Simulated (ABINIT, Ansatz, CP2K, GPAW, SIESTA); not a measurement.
## NaI (Fm-3m, 2 atoms in the cell) computed with different codes at matched settings

Band-structure calculation.

```xyz
2
Lattice="0.0000 3.2350 3.2350 3.2350 0.0000 3.2350 3.2350 3.2350 0.0000" Properties=species:S:1:pos:R:3 pbc="T T T"
Na     0.0000     0.0000     0.0000
I      3.2350     3.2350     3.2350
```

Shared settings, as Ansatz (an electronic-structure program) writes them: kpoints.mp_grid.grid = 9 9 9; scf.occupations.method = fermi_dirac; scf.occupations.width = 0.05 eV. Potentials and cutoffs stand in the table.

```
code                                                                                                                      model  gap along the path (eV)  smallest direct gap (eV)       cutoff
------  -----------------------------------------------------------------------------------------------------------------------  -----------------------  ------------------------  -----------
GPAW                                                                               PBE, GPAW PAW datasets PBE (gpaw-data 1.0.1)                     3.66                      3.66       800 eV
Ansatz                                                                                                   PBE, default PAW files                     3.65                      3.65       420 eV
CP2K                                                    PBE, GPW, DZVP-MOLOPT-SR-GTH basis, GTH-PBE potentials (GTH_POTENTIALS)                     3.60                      3.60  grid 950 Ry
SIESTA  GGA PBE, numerical atomic orbitals DZP, PseudoDojo PBE standard norm-conserving potentials (rewritten from UPF to PSML)                     3.83                      3.83  grid 300 Ry
ABINIT                                                 PBE, norm-conserving pseudopotentials (PseudoDojo nc-sr-05 PBE standard)                     3.64                      3.64        44 Ha
```

On Ansatz's run: spin-orbit coupling is off.

The spread over the programs that give each value: gap along the path within 0.23 eV; smallest direct gap within 0.23 eV.

CP2K and SIESTA use small atom-centred bases, whose incompleteness enters pressures, forces and empty levels differently from a plane-wave cutoff.

In the gap along the path, SIESTA stands apart from the plane-wave programs.

The starting cell has typed, rounded lattice constants, without a prior relaxation at this level.

Left out of this page: Quantum ESPRESSO, Elk and FLEUR (not drawn, or without a comparable value).

Keys are those of Ansatz 0.2.
